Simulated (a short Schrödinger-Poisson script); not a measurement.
Structure: gated Al0.33Ga0.67As/GaAs δ-doped gas, at 300 K.

| layer | material | thickness (nm) | Na (cm⁻³) |
|---|---|---|---|
| 1 | Al0.33Ga0.67As | 8 | - |
| 2 | Al0.33Ga0.67As | 3 | - |
| 3 | GaAs | 6000 | 9e14 |

Constants are typed, rounded textbook-type inputs, not results; the design itself was drawn at random and stands for no fabricated device. Al0.33Ga0.67As: permittivity 11.96, conduction-band edge (eV) 0.261, gap (eV) 1.836, electron mass (mₑ) 0.0944, Nv at 300 K (cm⁻³) 9e18. GaAs: permittivity 12.9, conduction-band edge (eV) 0, gap (eV) 1.424, Nv at 300 K (cm⁻³) 9e18.

Channel valleys (confinement mass, in-plane density-of-states mass, number): Γ 0.067, 0.067, 1. At the gate the conduction-band edge of layer 1 lies 1.01 eV − eVg above the Fermi level of the channel; the field vanishes at the back. Sheet of ionised δ-doping: +1.6e12 e/cm² at 8 nm from the gate. The barrier under the gate holds no holes. Gaps are held at their typed values at every temperature. Mesh 0.08 nm at interfaces.

Solved with a short Schrödinger-Poisson script written for these runs: 1D Poisson equation in equilibrium, electrons quantum, Hartree (BenDaniel-Duke, 40 states a valley, the channel's in-plane mass for all, wave functions free to enter the barrier), parabolic valleys, classical holes, full ionisation, no traps, pinning or gate leakage.

The same stack at other levels of the model or other numerical settings:

| run | sheet density of all electrons at Vg = 0.5 V (cm⁻²) | capacitance at Vg = 0.5 V (μF/cm²) | centroid of the channel electrons at Vg = 0.5 V (nm) | rough cost against the base |
|---|---|---|---|---|
| base | 2.46e10 | 0.124 | 17.76 | about 1 |
| electrons treated as classical, Boltzmann | 2.83e10 | 0.141 | 15.21 | 0.05 |
| electrons treated as classical, Fermi-Dirac | 2.82e10 | 0.140 | 15.26 | 0.2 |
| electrons treated as quantum, Hartree plus LDA exchange-correlation | 2.65e10 | (withheld) | 17.40 | about 1 |
| mesh six times as coarse | 2.48e10 | 0.124 | 18.11 | 0.3 |
| one subband a valley | (withheld) | 0.0813 | (withheld) | 0.3 |

**Question.** Complete the blanks.

**Answer.** 
- electrons treated as quantum, Hartree plus LDA exchange-correlation, capacitance at Vg = 0.5 V (μF/cm²): 0.134
- one subband a valley, sheet density of all electrons at Vg = 0.5 V (cm⁻²): 1.36e10
- one subband a valley, centroid of the channel electrons at Vg = 0.5 V (nm): 9.12

The classical rows ignore confinement, and Boltzmann statistics overrate the density once the band edge passes the Fermi level.
